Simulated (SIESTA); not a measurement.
Band structure of AlNi6Pd (P4/mmm, 8 atoms in the cell).

```
CELL_PARAMETERS angstrom
      3.60973     0.00000     0.00000
      0.00000     3.60973     0.00000
      0.00000     0.00000     7.26536
ATOMIC_POSITIONS crystal
  Al 0.00000 0.00000 0.00000
  Ni 0.50000 0.50000 0.00000
  Ni 0.50000 0.50000 0.50000
  Ni 0.50000 0.00000 0.23985
  Ni 0.50000 0.00000 0.76015
  Ni 0.00000 0.50000 0.23985
  Ni 0.00000 0.50000 0.76015
  Pd 0.00000 0.00000 0.50000
```
Moments meant for the start (each program seeds them in its own way; μB, in the order of the atoms Al Ni Ni Ni Ni Ni Ni Pd): 0.0 2.0 0.0 2.0 2.0 2.0 2.0 0.0.

Method: GGA PBEsol, numerical atomic orbitals DZP, PseudoDojo PBEsol standard norm-conserving potentials (rewritten from UPF to PSML) in SIESTA.

Settings: XC.functional = GGA; XC.authors = PBEsol; potentials = PseudoDojo PBEsol standard; PAO.BasisSize = DZP; PAO.EnergyShift = 0.01 Ry; MeshCutoff = 300 Ry; kgrid.MonkhorstPack = 5 5 3; OccupationFunction = MP; OccupationMPOrder = 0; ElectronicTemperature = 0.1 eV; Spin = polarized; DM.InitSpin = [1 +0.00, 2 +2.00, 3 +0.00, 4 +2.00, 5 +2.00, 6 +2.00, 7 +2.00, 8 +0.00]; MaxSCFIterations = 150; SCF.Mixer.Method = Pulay.

The starting cell comes from a database of computed structures (which also holds hypothetical and non-ambient phases and stackings), without a prior relaxation at this level. Its lattice was rescaled by a random factor within 2.5 % of one. The magnetic order is the one reached from the typed start; others were not searched systematically. Values carry the incompleteness of an atom-centred basis.

Levels in eV from the Fermi level, bands 63 to 68 of the first spin channel:
```json
[
 {"point": "Γ", "63": "-0.33", "64": "-0.31", "65": "-0.31", "66": "-0.05", "67": "1.47", "68": "1.47"},
 {"point": "X", "63": "-0.69", "64": "-0.65", "65": "-0.32", "66": "0.20", "67": "0.57", "68": "0.75"},
 {"point": "M", "63": "-0.68", "64": "-0.46", "65": "-0.45", "66": "-0.45", "67": "-0.45", "68": "0.55"},
 {"point": "Z", "63": "-0.50", "64": "-0.42", "65": "-0.31", "66": "-0.31", "67": "-0.05", "68": "2.89"},
 {"point": "R", "63": "-0.82", "64": "-0.58", "65": "-0.58", "66": "-0.27", "67": "-0.20", "68": "2.52"},
 {"point": "A", "63": "-0.68", "64": "-0.63", "65": "-0.59", "66": "0.31", "67": "0.31", "68": "0.81"}
]
```

Bands cross the Fermi level along this path, so the cell is metallic at this level.

Higher empty bands are left out: an atom-centred basis made for the valence describes them poorly.

The net moment of the cell came out as 2.76 μB.
